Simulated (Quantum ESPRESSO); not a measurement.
σxx against uniaxial strain in fcc Al (space group 225): C11 (Quantum ESPRESSO, LDA)

```
Al
1.0
    0.00000     1.99169     1.99169
    1.96181     0.00000     1.99169
    1.96181     1.99169     0.00000
Al
1
Direct
  0.00000   0.00000   0.00000
```

Level of theory: LDA (PZ), GBRV 1.5 ultrasoft (LDA) pseudopotentials (plane waves; Quantum ESPRESSO). Settings: ecutwfc = 52 Ry; ecutrho = 260 Ry; occupations = smearing; smearing = fd; degauss = 0.0036749 Ry; potentials = {Al: al_lda_v1.uspp.F.UPF}; K_POINTS = automatic 38 38 38 0 0 0; conv_thr = 1e-10 Ry. The cell above is the first row's. The rows stretch one cube axis (x) by the strain ε and hold the other two. Stress is positive in tension. In all rows the k mesh is held.

| ε (%) | σxx (GPa) |
|---|---|
| -1.5 | ? |
| -1.0 | -1.18 |
| -0.5 | -0.57 |
| 0.0 | 0.00 |
| 0.5 | 0.56 |
| 1.0 | 1.11 |
| 1.5 | 1.65 |
| 2.0 | 2.14 |

Using a parabola, estimate the missing σxx at ε = -1.5 from the other rows, showing the fit.

Least squares gives σxx = 0.004 + 1.1445·ε - 0.0367·ε². Residuals (row less fit): -0.003, 0.007, -0.004, -0.007, -0.002, 0.012, -0.006; standard error 0.009 (degrees of freedom: 4). The slope at ε = 0, 1.1445 GPa per cent, gives C11 ≈ 100 × 1.1445 = 114 GPa, for the static lattice. At the withheld row, σxx = 0.004 + 1.1445 × (-1.5) - 0.0367 × (-1.5)² = -1.795 GPa. The calculation gives -1.83 GPa, 0.035 GPa below the prediction (0.9 % of the range of σxx in the table). The row lies outside the fitted rows, so this is an extrapolation. From the scatter of the fitted rows alone, a prediction at this place has a standard error of 0.016 GPa, so the miss is 2.1 times that.

Carrying the step between the two nearest rows on in a straight line would have given -1.79, off by 0.04; series whose last step already gives the withheld value aren't shown. The reference cell has the volume at which an earlier scan in this program and functional put its minimum by a fit. The unstrained cell stands at a pressure of 0.00 GPa, and the constants belong to that pressure. Without a gap such slopes are sensitive to mesh and smearing. Cutoffs and mesh are single choices, not tested for convergence of this quantity. Series with a scatter that would blur these digits, or in which a gap closes, are not shown. Strain series were run only where this level's volume lies within 10 % of a first guess from the measured size.
